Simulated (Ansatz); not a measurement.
**Σ33 (554) [1-10] symmetric tilt, annealed from start 1, in Ge (diamond structure)**

Prepared with Tersoff's 1989 multicomponent potential (SiCGe.tersoff) (LAMMPS): 40 ps at 1300 K, cooling over 40 ps and minimisation with the cell free along the normal, at the potential's lattice parameter; then scaled to the PBE one. Geometry as solved with PBE, support functions at accuracy medium on the grid of 370 eV (Ansatz, a quantum-chemistry and plane-wave program).

```xyz
592
Lattice="33.09 0.00 0.00 0.00 16.29 0.00 0.00 0.00 26.60" Properties=species:S:1:pos:R:3 pbc="T T T"
Ge     0.69     0.06     1.87
Ge     1.90     2.11     2.68
Ge     1.98     2.11     5.17
Ge     5.45     0.08     2.67
Ge     5.51     0.07     5.15
Ge     3.17     0.07     5.99
Ge     3.35     0.07     8.48
Ge     0.99     0.07     9.31
Ge     1.11     0.07    11.80
Ge     9.05     2.06     2.57
Ge     8.98     2.12     5.02
Ge     6.70     2.11     5.96
Ge     6.91     2.11     8.46
Ge     4.56     2.11     9.30
Ge     4.72     2.10    11.79
Ge     2.34     2.09    12.62
Ge    12.44    -0.11     2.23
Ge    12.42     0.11     4.66
Ge    10.19     0.10     5.74
Ge    10.44     0.10     8.20
Ge     8.16     0.08     9.24
Ge     8.38     0.07    11.76
Ge     5.97     0.07    12.59
Ge    14.29     2.15     1.45
Ge    15.59     2.20     3.64
Ge    13.56     2.24     5.11
Ge    13.88     2.21     7.59
Ge    11.72     2.12     8.91
Ge    12.03     2.09    11.44
Ge     9.67     2.11    12.54
Ge     4.26     2.11     1.84
Ge    20.07     0.11    27.04
Ge    19.28     0.13     2.91
Ge    17.02     0.18     4.11
Ge    17.34     0.16     6.62
Ge    15.28     0.20     8.08
Ge    15.60     0.13    10.55
Ge    13.43     0.02    11.78
Ge    14.73    15.55    13.80
Ge     7.78     0.06     1.77
Ge    21.55     2.15    27.07
Ge    22.73     2.15     2.62
Ge    20.47     2.16     3.74
Ge    20.76     2.15     6.17
Ge    18.54     2.21     7.30
Ge    18.82     2.21     9.76
Ge    16.77     2.21    11.26
Ge    17.54     2.93    13.61
Ge    11.45     2.38     1.68
Ge    26.44     0.08     1.88
Ge    24.12     0.10     3.04
Ge    24.37     0.10     5.54
Ge    22.11     0.11     6.65
Ge    22.35     0.10     9.10
Ge    20.18     0.20    10.30
Ge    19.94    15.93    14.37
Ge    12.52     0.04    25.34
Ge    30.15     2.11     1.89
Ge    27.72     2.12     2.71
Ge    27.89     2.11     5.25
Ge    25.60     2.13     6.31
Ge    25.81     2.11     8.82
Ge    23.57     2.09     9.93
Ge    23.30     1.64    12.37
Ge    20.89     1.00    12.55
Ge    31.39     0.06     2.68
Ge    31.50     0.07     5.18
Ge    29.14     0.07     6.03
Ge    29.32     0.06     8.54
Ge    27.02     0.05     9.50
Ge    27.11     0.04    11.97
Ge    24.84    16.13    13.00
Ge    32.71     2.11     5.99
Ge    32.88     2.10     8.49
Ge    30.53     2.10     9.33
Ge    30.62     2.10    11.81
Ge    28.30     2.10    12.73
Ge    31.85     0.07    12.64
Ge     0.69     4.14     1.87
Ge     1.94     6.17     2.67
Ge     1.99     6.18     5.16
Ge     5.49     4.12     2.67
Ge     5.52     4.15     5.16
Ge     3.18     4.14     5.99
Ge     3.35     4.14     8.48
Ge     1.00     4.14     9.31
Ge     1.12     4.13    11.80
Ge     9.22     6.08     2.55
Ge     8.99     6.20     5.01
Ge     6.70     6.20     5.95
Ge     6.92     6.20     8.44
Ge     4.57     6.18     9.29
Ge     4.73     6.18    11.78
Ge     2.34     6.17    12.62
Ge    11.62     5.02     2.00
Ge    12.29     4.34     4.49
Ge    10.16     4.16     5.74
Ge    10.43     4.13     8.20
Ge     8.14     4.16     9.23
Ge     8.37     4.15    11.75
Ge     5.96     4.14    12.59
Ge    13.93     6.44     1.53
Ge    15.51     6.27     3.57
Ge    13.60     6.33     5.17
Ge    13.89     6.28     7.63
Ge    11.62     6.23     8.72
Ge    11.85     6.18    11.17
Ge     9.65     6.19    12.51
Ge     4.32     6.17     1.84
Ge    20.06     4.18    27.03
Ge    19.25     4.20     2.89
Ge    16.94     4.27     4.02
Ge    17.31     4.24     6.56
Ge    15.23     4.23     8.00
Ge    15.55     4.22    10.44
Ge    13.33     4.22    11.62
Ge    14.26     4.96    13.77
Ge     7.85     4.12     1.82
Ge    21.54     6.22    27.09
Ge    22.72     6.21     2.65
Ge    20.46     6.21     3.78
Ge    20.76     6.20     6.23
Ge    18.56     6.22     7.42
Ge    18.92     6.25     9.94
Ge    16.82     6.18    11.33
Ge    16.76     5.35    13.73
Ge    11.28     6.01    26.16
Ge    26.43     4.16     1.90
Ge    24.10     4.17     3.08
Ge    24.34     4.16     5.60
Ge    22.08     4.16     6.78
Ge    22.29     4.11     9.27
Ge    20.12     4.17    10.57
Ge    19.93     3.23    12.94
Ge    14.70     3.83    26.22
Ge    30.14     6.18     1.87
Ge    27.72     6.19     2.70
Ge    27.90     6.19     5.23
Ge    25.61     6.19     6.27
Ge    25.82     6.18     8.74
Ge    23.54     6.18     9.72
Ge    23.63     6.43    12.12
Ge    21.42     6.42    13.30
Ge    31.39     4.15     2.70
Ge    31.49     4.15     5.20
Ge    29.13     4.15     6.06
Ge    29.30     4.14     8.58
Ge    26.99     4.15     9.57
Ge    27.11     4.22    12.07
Ge    25.12     5.00    13.47
Ge    32.73     6.18     5.99
Ge    32.89     6.18     8.48
Ge    30.55     6.17     9.34
Ge    30.72     6.18    11.82
Ge    28.42     6.21    12.72
Ge    31.86     4.12    12.65
Ge     0.69     8.19     1.86
Ge     1.92    10.22     2.67
Ge     1.98    10.25     5.16
Ge     5.58     8.18     2.65
Ge     5.54     8.23     5.13
Ge     3.19     8.22     5.97
Ge     3.36     8.22     8.47
Ge     1.01     8.22     9.31
Ge     1.15     8.22    11.80
Ge     9.27    10.26     2.28
Ge     9.06    10.30     4.81
Ge     6.78    10.28     5.86
Ge     6.95    10.28     8.39
Ge     4.59    10.26     9.26
Ge     4.75    10.26    11.76
Ge     2.37    10.25    12.61
Ge    12.47     8.62     1.91
Ge    12.37     8.38     4.47
Ge    10.20     8.29     5.65
Ge    10.42     8.30     8.12
Ge     8.16     8.25     9.20
Ge     8.37     8.23    11.73
Ge     5.97     8.22    12.58
Ge    14.30    10.41     1.58
Ge    15.64    10.35     3.72
Ge    13.67    10.32     5.29
Ge    13.96    10.32     7.74
Ge    11.70    10.31     8.88
Ge    11.95    10.35    11.39
Ge     9.64    10.27    12.54
Ge     4.29    10.19     1.83
Ge    20.05     8.25    27.06
Ge    19.25     8.24     2.93
Ge    16.95     8.25     4.09
Ge    17.31     8.24     6.64
Ge    15.29     8.27     8.18
Ge    15.60     8.25    10.68
Ge    13.24     8.24    11.60
Ge    13.68     7.35    13.79
Ge     7.98     8.17     1.78
Ge    21.53    10.28    27.09
Ge    22.72    10.28     2.64
Ge    20.45    10.29     3.75
Ge    20.74    10.28     6.18
Ge    18.53    10.28     7.33
Ge    18.82    10.24     9.80
Ge    16.83    10.33    11.37
Ge    17.20    11.48    13.65
Ge    11.06    10.15    26.57
Ge    26.43     8.22     1.90
Ge    24.11     8.24     3.07
Ge    24.35     8.23     5.58
Ge    22.07     8.26     6.72
Ge    22.30     8.24     9.18
Ge    20.19     8.30    10.56
Ge    19.66     8.20    13.07
Ge    14.74     8.60    26.22
Ge    30.14    10.25     1.87
Ge    27.72    10.26     2.70
Ge    27.90    10.25     5.24
Ge    25.60    10.26     6.28
Ge    25.82    10.25     8.77
Ge    23.58    10.24     9.86
Ge    23.63    10.37    12.33
Ge    21.44    10.27    13.56
Ge    31.38     8.21     2.68
Ge    31.50     8.21     5.18
Ge    29.14     8.22     6.04
Ge    29.32     8.21     8.55
Ge    27.02     8.21     9.52
Ge    27.12     8.22    12.00
Ge    24.82     8.34    13.03
Ge    32.72    10.25     5.98
Ge    32.88    10.25     8.48
Ge    30.54    10.25     9.33
Ge    30.68    10.25    11.81
Ge    28.35    10.25    12.68
Ge    31.89     8.22    12.65
Ge     0.71    12.27     1.86
Ge     1.91    14.32     2.67
Ge     1.98    14.32     5.16
Ge     5.42    12.25     2.66
Ge     5.51    12.29     5.14
Ge     3.18    12.29     5.99
Ge     3.35    12.29     8.48
Ge     1.00    12.28     9.31
Ge     1.13    12.28    11.80
Ge     8.75    14.26     2.61
Ge     8.97    14.35     5.04
Ge     6.70    14.33     5.98
Ge     6.90    14.34     8.47
Ge     4.56    14.33     9.31
Ge     4.71    14.33    11.80
Ge     2.33    14.32    12.62
Ge    10.99    14.25     1.68
Ge    12.50    12.40     4.66
Ge    10.23    12.32     5.67
Ge    10.44    12.32     8.14
Ge     8.17    12.31     9.21
Ge     8.37    12.31    11.74
Ge     5.97    12.30    12.59
Ge    14.35    14.47     1.65
Ge    15.69    14.44     3.76
Ge    13.74    14.43     5.33
Ge    13.96    14.42     7.75
Ge    11.69    14.36     8.84
Ge    11.96    14.34    11.31
Ge     9.68    14.33    12.54
Ge     4.28    14.31     1.82
Ge    20.06    12.33    27.04
Ge    19.27    12.33     2.91
Ge    17.02    12.38     4.13
Ge    17.37    12.37     6.64
Ge    15.31    12.38     8.10
Ge    15.62    12.34    10.54
Ge    13.42    12.36    11.74
Ge    14.76    12.89    13.77
Ge     7.73    12.18     1.77
Ge    21.54    14.36    27.09
Ge    22.73    14.36     2.64
Ge    20.47    14.37     3.76
Ge    20.78    14.36     6.19
Ge    18.59    14.42     7.37
Ge    18.92    14.40     9.86
Ge    16.89    14.40    11.31
Ge    17.33    15.13    13.84
Ge    11.27    14.25    25.88
Ge    26.43    12.30     1.91
Ge    24.10    12.31     3.07
Ge    24.35    12.30     5.58
Ge    22.07    12.30     6.72
Ge    22.31    12.26     9.19
Ge    20.08    12.28    10.37
Ge    19.78    12.14    12.88
Ge    12.75    12.56     2.21
Ge    30.14    14.32     1.87
Ge    27.72    14.33     2.70
Ge    27.89    14.33     5.24
Ge    25.60    14.34     6.28
Ge    25.78    14.32     8.77
Ge    23.51    14.32     9.82
Ge    23.50    14.21    12.29
Ge    21.31    14.00    13.64
Ge    31.39    12.28     2.68
Ge    31.50    12.29     5.18
Ge    29.14    12.29     6.03
Ge    29.32    12.29     8.54
Ge    27.01    12.29     9.51
Ge    27.12    12.31    11.99
Ge    24.86    12.32    13.11
Ge    32.72    14.32     5.98
Ge    32.89    14.32     8.48
Ge    30.55    14.32     9.32
Ge    30.69    14.31    11.80
Ge    28.38    14.32    12.70
Ge    31.87    12.28    12.64
Ge     0.71     0.06    25.95
Ge     1.92     2.09    25.11
Ge     2.06     2.09    22.62
Ge     5.44     0.03    25.06
Ge     5.57     0.05    22.57
Ge     3.24     0.06    21.76
Ge     3.44     0.05    19.26
Ge     1.10     0.05    18.46
Ge     1.19     0.02    15.97
Ge     8.88     2.07    25.11
Ge     9.05     2.08    22.66
Ge     6.77     2.09    21.74
Ge     7.00     2.09    19.24
Ge     4.64     2.09    18.43
Ge     4.78     2.08    15.93
Ge     2.40     2.06    15.13
Ge    11.20     2.04    25.88
Ge    12.53     0.06    22.91
Ge    10.27     0.06    21.91
Ge    10.54     0.07    19.45
Ge     8.24     0.06    18.45
Ge     8.43     0.06    15.93
Ge     6.01     0.04    15.12
Ge    14.88     0.45    26.25
Ge    15.66     2.18    24.13
Ge    13.84     2.07    22.35
Ge    14.10     2.11    19.89
Ge    11.84     2.09    18.72
Ge    12.11     2.07    16.19
Ge     9.72     2.09    15.13
Ge     4.28     2.07    25.92
Ge    19.37     0.13    24.55
Ge    17.12     0.15    23.37
Ge    17.54     0.14    20.84
Ge    15.45     0.09    19.44
Ge    15.79     0.09    16.96
Ge    13.53    -0.01    15.86
Ge     7.77     0.01    25.89
Ge    22.80     2.13    24.97
Ge    20.63     2.15    23.69
Ge    20.98     2.18    21.22
Ge    18.79     2.15    20.00
Ge    19.14     2.17    17.48
Ge    17.01     2.18    16.10
Ge    26.47     0.08    25.85
Ge    24.17     0.09    24.61
Ge    24.45     0.09    22.11
Ge    22.29     0.11    20.71
Ge    22.63     0.08    18.18
Ge    20.40     0.10    16.88
Ge    24.89     2.32    15.77
Ge    30.18     2.10    25.96
Ge    27.78     2.12    25.11
Ge    28.03     2.11    22.61
Ge    25.76     2.11    21.57
Ge    26.04     2.09    19.16
Ge    23.88     2.23    17.96
Ge    23.47     3.34    14.12
Ge    31.43     0.06    25.14
Ge    31.61     0.06    22.66
Ge    29.27     0.07    21.82
Ge    29.54     0.06    19.35
Ge    27.28     0.06    18.41
Ge    27.42    16.19    15.97
Ge    32.81     2.10    21.81
Ge    33.02     2.09    19.32
Ge    30.70     2.09    18.49
Ge    30.82     2.03    16.01
Ge    28.51     1.97    15.19
Ge    31.93    -0.01    15.15
Ge     0.70     4.12    25.95
Ge     1.91     6.16    25.11
Ge     2.06     6.16    22.62
Ge     5.44     4.11    25.08
Ge     5.58     4.12    22.59
Ge     3.25     4.13    21.77
Ge     3.45     4.13    19.27
Ge     1.11     4.12    18.46
Ge     1.22     4.10    15.97
Ge     8.97     6.12    25.17
Ge     9.10     6.15    22.68
Ge     6.79     6.16    21.79
Ge     7.01     6.17    19.28
Ge     4.66     6.16    18.45
Ge     4.78     6.17    15.94
Ge     2.39     6.16    15.14
Ge    12.42     4.04    25.20
Ge    12.55     4.13    22.78
Ge    10.25     4.10    21.90
Ge    10.52     4.10    19.44
Ge     8.23     4.13    18.44
Ge     8.43     4.14    15.92
Ge     6.01     4.12    15.12
Ge    15.97     6.13    26.49
Ge    15.82     6.23    23.90
Ge    13.81     6.20    22.37
Ge    14.11     6.23    19.90
Ge    11.76     6.19    18.92
Ge    11.99     6.16    16.46
Ge     9.72     6.18    15.15
Ge     4.26     6.14    25.92
Ge    19.40     4.18    24.52
Ge    17.14     4.16    23.35
Ge    17.54     4.17    20.81
Ge    15.42     4.16    19.45
Ge    15.74     4.17    17.00
Ge    13.44     4.19    15.95
Ge     7.75     4.11    25.94
Ge    22.79     6.21    24.98
Ge    20.60     6.24    23.72
Ge    20.96     6.29    21.28
Ge    18.77     6.23    20.05
Ge    19.16     6.24    17.53
Ge    17.00     6.17    16.15
Ge    26.47     4.15    25.87
Ge    24.18     4.17    24.63
Ge    24.48     4.17    22.14
Ge    22.31     4.26    20.80
Ge    22.67     4.35    18.32
Ge    20.52     4.21    17.03
Ge    21.29     4.36    14.64
Ge    30.17     6.17    25.93
Ge    27.77     6.18    25.08
Ge    28.00     6.18    22.55
Ge    25.73     6.20    21.48
Ge    26.00     6.18    19.02
Ge    23.98     6.39    17.55
Ge    25.06     7.01    15.20
Ge    31.42     4.13    25.13
Ge    31.59     4.13    22.63
Ge    29.25     4.14    21.79
Ge    29.49     4.12    19.30
Ge    27.21     4.11    18.36
Ge    27.07     3.82    15.92
Ge    32.81     6.17    21.81
Ge    33.01     6.16    19.32
Ge    30.69     6.15    18.49
Ge    30.74     6.06    16.01
Ge    28.39     5.93    15.19
Ge    31.97     4.07    15.16
Ge     0.71     8.20    25.94
Ge     1.92    10.23    25.10
Ge     2.05    10.24    22.61
Ge     5.43     8.17    25.07
Ge     5.58     8.19    22.59
Ge     3.25     8.20    21.77
Ge     3.45     8.20    19.27
Ge     1.10     8.19    18.46
Ge     1.16     8.18    15.97
Ge     8.93    10.20    25.21
Ge     9.09    10.24    22.74
Ge     6.79    10.23    21.80
Ge     7.01    10.24    19.29
Ge     4.66    10.24    18.45
Ge     4.78    10.23    15.95
Ge     2.40    10.20    15.13
Ge    12.32     8.20    25.49
Ge    12.49     8.19    23.01
Ge    10.26     8.21    21.95
Ge    10.52     8.25    19.50
Ge     8.24     8.21    18.47
Ge     8.43     8.21    15.94
Ge     6.02     8.20    15.12
Ge    14.91    11.87    26.14
Ge    15.69    10.30    24.06
Ge    13.78    10.20    22.39
Ge    14.08    10.25    19.92
Ge    11.81    10.27    18.77
Ge    12.05    10.32    16.25
Ge     9.70    10.26    15.14
Ge     4.29    10.23    25.91
Ge    19.38     8.27    24.56
Ge    17.14     8.28    23.34
Ge    17.52     8.29    20.79
Ge    15.45     8.26    19.32
Ge    15.81     8.29    16.81
Ge    13.38     8.23    16.01
Ge     7.76     8.15    25.91
Ge    22.80    10.28    24.99
Ge    20.62    10.30    23.74
Ge    20.97    10.32    21.29
Ge    18.79    10.30    20.03
Ge    19.17    10.31    17.53
Ge    17.07    10.39    16.07
Ge    26.47     8.22    25.87
Ge    24.19     8.24    24.64
Ge    24.49     8.24    22.15
Ge    22.35     8.31    20.79
Ge    22.68     8.40    18.29
Ge    20.53     8.28    17.01
Ge    21.97     8.26    14.94
Ge    30.17    10.25    25.93
Ge    27.77    10.26    25.09
Ge    28.01    10.25    22.56
Ge    25.74    10.27    21.49
Ge    26.00    10.27    19.03
Ge    23.98    10.46    17.56
Ge    24.58    12.30    15.68
Ge    31.42     8.21    25.13
Ge    31.60     8.20    22.64
Ge    29.26     8.21    21.80
Ge    29.52     8.19    19.32
Ge    27.25     8.21    18.41
Ge    27.24     7.97    15.97
Ge    32.80    10.24    21.80
Ge    33.01    10.23    19.30
Ge    30.68    10.22    18.49
Ge    30.66    10.18    16.00
Ge    28.28    10.09    15.15
Ge    31.86     8.14    15.16
Ge     0.71    12.27    25.94
Ge     1.91    14.31    25.11
Ge     2.06    14.31    22.61
Ge     5.44    12.27    25.05
Ge     5.57    12.27    22.57
Ge     3.24    12.27    21.76
Ge     3.44    12.27    19.27
Ge     1.10    12.27    18.46
Ge     1.19    12.23    15.96
Ge     8.96    14.29    25.04
Ge     9.04    14.32    22.60
Ge     6.75    14.31    21.72
Ge     6.99    14.32    19.23
Ge     4.64    14.31    18.42
Ge     4.76    14.30    15.93
Ge     2.37    14.28    15.13
Ge    12.43    12.08    25.53
Ge    12.47    12.19    23.03
Ge    10.26    12.26    21.95
Ge    10.53    12.28    19.49
Ge     8.24    12.28    18.47
Ge     8.42    12.29    15.94
Ge     6.01    12.27    15.12
Ge    16.22    14.31    26.47
Ge    15.80    14.36    23.92
Ge    13.76    14.27    22.43
Ge    14.09    14.33    19.96
Ge    11.80    14.31    18.84
Ge    12.06    14.31    16.36
Ge     9.74    14.32    15.16
Ge     4.27    14.30    25.91
Ge    19.37    12.33    24.56
Ge    17.15    12.31    23.34
Ge    17.54    12.32    20.83
Ge    15.42    12.30    19.48
Ge    15.74    12.27    17.04
Ge    13.52    12.33    15.87
Ge     7.76    12.29    25.89
Ge    22.79    14.35    25.00
Ge    20.59    14.38    23.76
Ge    20.95    14.39    21.33
Ge    18.78    14.37    20.12
Ge    19.15    14.37    17.62
Ge    17.01    14.30    16.28
Ge    26.48    12.30    25.88
Ge    24.19    12.31    24.67
Ge    24.51    12.31    22.20
Ge    22.34    12.37    20.94
Ge    22.73    12.41    18.50
Ge    20.58    12.35    17.25
Ge    21.95    12.19    15.17
Ge    30.17    14.32    25.93
Ge    27.76    14.33    25.07
Ge    28.00    14.33    22.54
Ge    25.72    14.35    21.46
Ge    26.02    14.33    19.00
Ge    24.06    14.40    17.41
Ge    25.03    16.15    15.45
Ge    31.42    12.28    25.13
Ge    31.60    12.28    22.64
Ge    29.26    12.29    21.81
Ge    29.55    12.27    19.33
Ge    27.27    12.28    18.43
Ge    27.17    12.17    15.99
Ge    32.81    14.31    21.81
Ge    33.02    14.31    19.32
Ge    30.70    14.31    18.50
Ge    30.79    14.22    16.01
Ge    28.47    14.14    15.17
Ge    31.91    12.19    15.15
```
